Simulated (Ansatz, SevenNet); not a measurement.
**Ladder of methods for the lattice constant a of rock-salt ZrN**

Reference value: 4.575 Å (measured, temperature not stated, no zero-point or thermal correction, relaxed epitaxial film; as tabulated in Mei et al., J. Vac. Sci. Technol. A 31, 061516 (2013)).

**Question.** Put these levels in order of the lattice constant a that they give for rock-salt ZrN, smallest first: PBE0 (Ansatz, a program for electronic structure), SevenNet-0 (SevenNet), rVV10 (Ansatz).

**Answer.** PBE0 (4.562 Å), SevenNet-0 (4.616 Å), rVV10 (4.628 Å)

Differences against the reference: SevenNet-0 +0.90 %, rVV10 +1.16 %, PBE0 -0.28 %.

The reference has no zero-point or thermal correction, while the calculations are for a static lattice, so the differences are not the levels' errors alone. A static lattice is as a rule a little smaller than the measured one.  Cutoffs and k meshes differ between the levels. Ansatz's density-functional and Hartree–Fock values are scalar-relativistic unless marked +SOC, with PAW data made under PBE.

Machine-learned potentials (SevenNet-0) are trained on DFT data, which may include these solids.

Differences are worked out from the printed values.
